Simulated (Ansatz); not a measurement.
The reference is Ag in the fcc (Cu type) structure (space group Fm-3m, No. 225; relaxed with 0.1 eV smearing).

```
CELL_PARAMETERS angstrom
      0.00000     2.05214     2.05214
      2.05214     0.00000     2.05214
      2.05214     2.05214     0.00000
ATOMIC_POSITIONS crystal
  Ag 0.00000 0.00000 0.00000
```

Cartesian axes are those of the cell as printed.

The values are results of r2SCAN in Ansatz (plane waves to 500 eV, PAW, no SOC), not measurements.

The change: tensile biaxial strain of 0.50 % in the plane normal to [001], as in epitaxy on a mismatched substrate; the out-of-plane cell vector and the atoms relax.

### Question
Estimate the effect on the out-of-plane strain.

### Answer
The out-of-plane strain amounts to -0.76 %.

### Question
Estimate the effect on the in-plane stress.

### Answer
The mean in-plane stress (compression positive) comes out as -0.4 GPa.

Whether these cells are dynamically stable was not tested.

Ansatz is a program for electronic structure.
